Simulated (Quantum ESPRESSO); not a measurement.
Zone-centre phonon calculation of TaB₂Mo (Amm2, 4 atoms in the cell) at several settings

```
TaB2Mo
1.0
    3.05274     0.00000     0.00000
    0.00000     1.57583     4.18934
    0.00000    -1.57583     4.18934
Ta B Mo
1 2 1
Cartesian
  0.00000   0.00000   1.22329
  1.52637   0.00000   4.68058
  0.00000   0.00000   3.68427
  1.52637   0.00000   7.16922
```

Base: LDA (PZ), GBRV 1.5 ultrasoft (LDA) pseudopotentials in Quantum ESPRESSO. Its settings: ecutwfc = 40 Ry; ecutrho = 320 Ry; occupations = smearing; smearing = gauss; degauss = 0.019992 Ry; potentials = {Ta: ta_lda_v1.uspp.F.UPF, B: b_lda_v1.4.uspp.F.UPF, Mo: mo_lda_v1.uspp.F.UPF}; K_POINTS = automatic 7 8 8 0 0 0; conv_thr = 1e-11 Ry. Starting volume 10.08 Å³ per atom.

Each line gives the change from the base single point and the result:

- ecutwfc: 40 Ry → 28 Ry; ecutrho: 320 Ry → 224 Ry; ph.x.tr2_ph: default → 1e-14; ph.x.fildyn: default → dyn.G; dynmat.x.fildyn: default → dyn.G; dynmat.x.asr: default → crystal: pressure 9.66 GPa; largest force (vector length) 0.263 eV/Å; zone-centre frequencies (cm⁻¹; negative means imaginary) 0, 0, 0, 201, 224, 271, 508, 533, 605, 632, 643, 707.
- conv_thr: 1e-11 Ry → 7.3e-06 Ry; ph.x.tr2_ph: default → 1e-14; ph.x.fildyn: default → dyn.G; dynmat.x.fildyn: default → dyn.G; dynmat.x.asr: default → crystal: largest force (vector length) 0.270 eV/Å; zone-centre frequencies (cm⁻¹; negative means imaginary) 0, 0, 0, 199, 222, 269, 506, 530, 605, 630, 643, 706.
- K_POINTS: automatic 7 8 8 0 0 0 → automatic 4 4 4 0 0 0; ph.x.tr2_ph: default → 1e-14; ph.x.fildyn: default → dyn.G; dynmat.x.fildyn: default → dyn.G; dynmat.x.asr: default → crystal: pressure 12.24 GPa; largest force (vector length) 0.304 eV/Å; zone-centre frequencies (cm⁻¹; negative means imaginary) 0, 0, 0, 203, 206, 256, 487, 527, 587, 623, 642, 709.

The starting cell comes from a database of computed structures (which also holds hypothetical and non-ambient phases and stackings), without a prior relaxation at this level. Its lattice was rescaled by a random factor within 2.5 % of one. Spin polarisation is off. In the base run, with a pressure of about 12 GPa the cell is away from its equilibrium volume at this level.

Frequencies and response belong to this unrelaxed cell, and polar modes hold no LO-TO splitting.
